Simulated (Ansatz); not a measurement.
Base system: HgTe in the zinc blende structure (space group F-43m, No. 216).

```xyz
2
Lattice="0.0000 3.3253 3.3253 3.3253 0.0000 3.3253 3.3253 3.3253 0.0000" Properties=species:S:1:pos:R:3 pbc="T T T"
Hg     0.0000     0.0000     0.0000
Te     1.6627     1.6627     1.6627
```

Cartesian axes are those of the cell as printed.

Computed with PBE (Ansatz, a first-principles code; PAW; 420 eV plane waves; no spin-orbit coupling).

One thing is altered: an isotropic linear strain of +3.00 %, atoms relaxed at fixed cell.

Q: Predict the stress tensor and what it implies for the stiffness.

A: Stress of the strained cell less that of the base (GPa, compression positive):
```
   -2.4     0.0     0.0
    0.0    -2.4     0.0
    0.0     0.0    -2.4
```

Then B = −ΔP/(ΔV/V₀) with ΔV/V₀ = 0.0927 gives secant stiffness values (nonlinear terms included at this strain): B ≈ 26 GPa.

As a check, the harmonic strain energy −½ V₀ Δσ:ε is 25 meV/atom; the computed energy rise is 28 meV/atom.

Whether these cells are dynamically stable was not tested. The final runs are not spin-polarised.
